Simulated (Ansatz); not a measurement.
The starting structures come from a database of crystals and need not be the phases stable at ambient conditions.

Consider the following.

```
CELL_PARAMETERS angstrom
      3.86607     0.00000     0.00000
      0.00000     3.86607     0.00000
      1.93304    -1.93304     2.73373
ATOMIC_POSITIONS crystal
  Mg 0.00000 0.00000 0.00000
  Se 0.50000 0.50000 0.00000
```

Space group of this cell: Fm-3m, rock salt. The cell is taken as given.

All values below come from r2SCAN (plane waves, PAW; Ansatz, an electronic-structure program).

The current runs along the normal of the first two printed vectors; no spin-orbit coupling. Scaled by the factor s: both lengths across the current (ions clamped). Meshes 12×12×12 and 8×8 across the current in all rows.

```
s     mean pressure (GPa)  band gap (eV)
----  -------------------  -------------
0.98                  3.2              ?
1.00                  0.2           2.48
1.02                 -2.2           2.32
```

Problem. Take the slope of the band gap against ln s from the two given rows, extrapolate to s = 0.98, and say what the run there gives.

Solution. Slope = (2.32 − 2.48) / ln 1.02 = -8.08 eV. The line gives 2.48 + (-8.08) × ln 0.98 = 2.64 eV. The run gives 2.46 eV, 0.18 eV under the line, 112 % of the predicted step.
